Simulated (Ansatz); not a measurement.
Take Lu in the hcp (Mg type) structure (space group P6_3/mmc, No. 194; a = 3.506 Å, c = 5.482 Å; relaxed with 0.1 eV smearing) as the base. Axes: x lies along a and z along c of the hexagonal cell.

Level of theory: Ansatz (a first-principles code), PBE, PAW, cutoff 420 eV, scalar-relativistic without spin-orbit coupling.

Base values:

- Volume per atom: 29.18 Å³

Modification: compressive biaxial strain of 4.15 % in the plane normal to [001], as in epitaxy on a mismatched substrate; the out-of-plane cell vector and the atoms relax.

Q: Estimate the effect on the in-plane stress.

A: The mean in-plane stress (compression positive) comes out as +5.0 GPa.

Q: How does this affect the volume per atom?

A: The volume per atom decreases by 1.75 Å³ to 27.43 Å³.

No phonon test of stability was made.
